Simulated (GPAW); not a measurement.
A self-consistent single point of Mo (Im-3m, 1 atom in the cell) with GPAW.

Level of theory: LDA (Perdew-Wang 92), GPAW PAW datasets LDA (gpaw-data 1.0.1) (plane waves; GPAW 25.7.0).

```
CELL_PARAMETERS angstrom
     -1.56797     1.56797     1.56797
      1.56797    -1.56797     1.56797
      1.56797     1.56797    -1.56797
ATOMIC_POSITIONS crystal
  Mo 0.00000 0.00000 0.00000
```

Reference input (self-consistent single point, DFT PBE, plane waves, GPAW PAW datasets PBE (gpaw-data 1.0.1)): mode = pw; ecut = 550 eV; xc = PBE; kpts = 15 15 15; mesh shift (steps) = 0 0 0; occupations.name = methfessel-paxton; occupations.width = 0.05 eV; occupations.order = 0; nbands = -7; convergence.density = 1e-05 e/electron; convergence.energy = 1e-05 eV/electron; symmetry.symmorphic = false. This run's input differs from it in these lines:

```diff
@@ -12,3 +12,3 @@
 calc = GPAW(mode=PW(550),
-            xc='PBE',
+            xc='LDA',
             kpts=(15, 15, 15),
```

Its files differ too (potentials: GPAW PAW datasets LDA (gpaw-data 1.0.1)).

Output, abridged:

```
     iter     time        total  log10-change:
                         energy   eigst   dens
iter:   1 --:--:--   -13.450912
iter:   2 --:--:--   -13.308421   -0.90  -1.18
iter:   3 --:--:--   -12.523198   -1.03  -1.22
iter:   4 --:--:--   -12.538001   -2.54  -1.94
iter:   5 --:--:--   -12.649528   -1.80  -1.98
iter:   6 --:--:--   -12.515930   -2.23  -1.75
iter:   7 --:--:--   -12.520258   -4.33  -2.61
iter:   8 --:--:--   -12.515778   -4.12  -2.40
iter:   9 --:--:--   -12.513628   -3.90  -2.65
iter:  10 --:--:--   -12.513626   -5.85  -3.96
iter:  11 --:--:--   -12.513625c  -7.28  -4.09
iter:  12 --:--:--   -12.513622c  -7.29  -4.22
iter:  13 --:--:--   -12.513622c  -8.34c -4.89
iter:  14 --:--:--   -12.513622c  -9.99c -5.62c
Converged after 14 iterations.

Dipole moment: (-0.000000, 0.000000, -0.000000) |e|*Ang

Energy contributions relative to reference atoms: (reference = -110019.813038)

Kinetic:        -12.298411
Potential:       +6.945512
External:        +0.000000
XC:              -6.942827
Entropy (-ST):   -0.001015
Local:           -0.217389
SIC:             +0.000000
--------------------------
Free energy:    -12.514130
Extrapolated:   -12.513622

Showing only first 2 kpts
 Kpt  Band  Eigenvalues  Occupancy
  0     5     12.11026    2.00000
  0     6     12.11026    2.00000
  0     7     12.11026    2.00000
  0     8     15.10977    0.00000

  1     5     11.99900    2.00000
  1     6     12.09180    2.00000
  1     7     12.29633    2.00000
  1     8     14.94719    0.00000

Fermi level: 13.42154

No gap
No difference between direct/indirect transitions
Energy (eV): -12.513622

Forces in eV/Ang:
  0 Mo   -0.00000    0.00000   -0.00000

Stress tensor:
     0.045279    -0.000000     0.000000
    -0.000000     0.045279     0.000000
     0.000000     0.000000     0.045279
Stress (GPa, Voigt): [ 7.2546  7.2546  7.2546  0.      0.     -0.    ]
```

The run converged in 14 iterations. GPAW prints stress with tension positive. Against the reference run the pressure goes from 6.15 to -7.25 GPa.

The starting cell comes from a database of computed structures (which also holds hypothetical and non-ambient phases and stackings), without a prior relaxation at this level. Its lattice was rescaled by a random factor within 2.5 % of one. Spin polarisation is off. With a pressure of about -7 GPa the cell is away from its equilibrium volume at this level.
